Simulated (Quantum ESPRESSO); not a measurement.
**Parameter sweep on AuAl2 (P1, 3 atoms in the cell)**

```
CELL_PARAMETERS angstrom
      0.00000     3.00000     3.00000
      3.00000     0.00000     3.00000
      3.00000     3.00000     0.00000
ATOMIC_POSITIONS crystal
  Al 0.27595 0.23969 0.24515
  Al 0.73603 0.74255 0.75139
  Au 0.98802 0.01776 0.00346
```

Base run A: LDA (PZ), GBRV 1.5 ultrasoft (LDA) pseudopotentials (Quantum ESPRESSO 7.5), self-consistent single point.

Its settings: ecutwfc = 40 Ry; ecutrho = 320 Ry; occupations = smearing; smearing = gauss; degauss = 0.0073499 Ry; potentials = {Al: al_lda_v1.uspp.F.UPF, Au: au_lda_v1.uspp.F.UPF}; K_POINTS = automatic 9 9 9 1 1 1; conv_thr = 1e-09 Ry.

The starting cell has typed, rounded lattice constants, without a prior relaxation at this level. Its atoms were displaced at random from the sites of space group no. 225.

ΔF is the free energy per atom less that of run A. 

Run A gave: pressure (GPa) -1.72; largest force (eV/Å) 0.907; iterations 11.

Runs:
- B: mixing_beta, mixing_mode = 0.2, plain
- C: mixing_beta, mixing_mode = 0.5, plain
- D: mixing_beta, mixing_mode = 0.2, TF
- E: mixing_beta, mixing_mode = 0.5, TF

Which runs reach the base run's state, and which is quickest in iterations?

Runs B, C, D, E reached the same state as A (within 1 meV/atom). The fewest iterations to that state were 11 (A); the most were 17.

| run | ΔF (meV/atom) | pressure (GPa) | largest force (eV/Å) | iterations |
|---|---|---|---|---|
| A | 0.00 | -1.72 | 0.907 | 11 |
| B | 0.00 | -1.72 | 0.908 | 14 |
| C | 0.00 | -1.73 | 0.908 | 12 |
| D | 0.00 | -1.74 | 0.908 | 17 |
| E | 0.00 | -1.73 | 0.908 | 15 |
